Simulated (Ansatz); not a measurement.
Base system: a 16-atom supercell of TiAl (space group P4/mmm, No. 123; a = 2.8241 Å, c = 4.0706 Å) at its relaxed geometry.

(Cell as relaxed with PBE.)

Levels (all Ansatz, a quantum-chemistry and plane-wave program, PAW, earlier PAW set): PBE (420 eV, scalar-relativistic without spin-orbit coupling); r2SCAN (500 eV, no spin-orbit coupling).

Each level relaxes its own structure.

Modification: one Al atom is replaced by Ti, atoms relaxed at fixed cell, starting from a slightly rattled geometry.

```tsv
quantity	PBE	r2SCAN
pressure	1.1 GPa	(withheld)
largest displacement of a host atom from its site in the perfect cell	0.07 Å	(withheld)
```

Question: Predict the r2SCAN column.

Answer: 
- pressure, r2SCAN: 1.3 GPa
- largest displacement of a host atom from its site in the perfect cell, r2SCAN: 0.07 Å

PBE's pressure lies 0.2 GPa below r2SCAN's; the two agree on the largest displacement of a host atom from its site in the perfect cell. Neither level is exact; r2SCAN is the comparison here, not a measurement.

The cell is small, so the values are those of an ordered compound at a high defect concentration; dilute-limit values will differ. The final runs are not spin-polarised.
